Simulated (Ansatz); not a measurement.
Ca3SnH2 (Cmcm, No. 63, 12 atoms in the cell; start COD 4323536)

All values below come from PBEsol in Ansatz (plane waves, PAW).

Numerical settings: plane-wave cutoff 520 eV, 6×6×8 k mesh (along the axes of the cell as run), Fermi–Dirac smearing 0.01 eV, scalar-relativistic PAW data made under PBE.

Cell (relaxed at this level):

```cif
data_H4Ca6Sn2
_chemical_formula_sum 'Sn2 Ca6 H4'
_space_group_name_H-M_alt 'P 1'
_space_group_IT_number 1
_cell_length_a 7.10695
_cell_length_b 7.10695
_cell_length_c 5.20478
_cell_angle_alpha 90.000
_cell_angle_beta 90.000
_cell_angle_gamma 104.096
loop_
_space_group_symop_operation_xyz
  'x, y, z'
loop_
_atom_site_label
_atom_site_type_symbol
_atom_site_fract_x
_atom_site_fract_y
_atom_site_fract_z
_atom_site_occupancy
Sn1 Sn 0.69139 0.30861 0.75000 1
Sn2 Sn 0.30861 0.69139 0.25000 1
Ca1 Ca 0.40787 0.18611 0.25000 1
Ca2 Ca 0.59213 0.81389 0.75000 1
Ca3 Ca 0.18611 0.40787 0.75000 1
Ca4 Ca 0.81389 0.59213 0.25000 1
Ca5 Ca 0.11008 0.88992 0.75000 1
Ca6 Ca 0.88992 0.11008 0.25000 1
H1 H 0.15097 0.15097 0.50000 1
H2 H 0.84903 0.84903 0.50000 1
H3 H 0.84903 0.84903 0.00000 1
H4 H 0.15097 0.15097 0.00000 1
```

```
Quantity                              Result
---------------  ---------------------------
band gap         0.06 eV (on the SCF k mesh)
bulk modulus B0                     37.9 GPa
```

Note: the relaxation could not lower the start's symmetry, so the cell can be a saddle point above a distorted one; the bulk modulus is −V dP/dV from two relaxed cells at ±2 % in volume.

Spin–orbit coupling is not included; it can close the smallest gap of 0.06 eV.

Computed values are for the static lattice.

Computing time: around 11 core-minutes (rough).

Ansatz is a quantum-chemistry and plane-wave program.
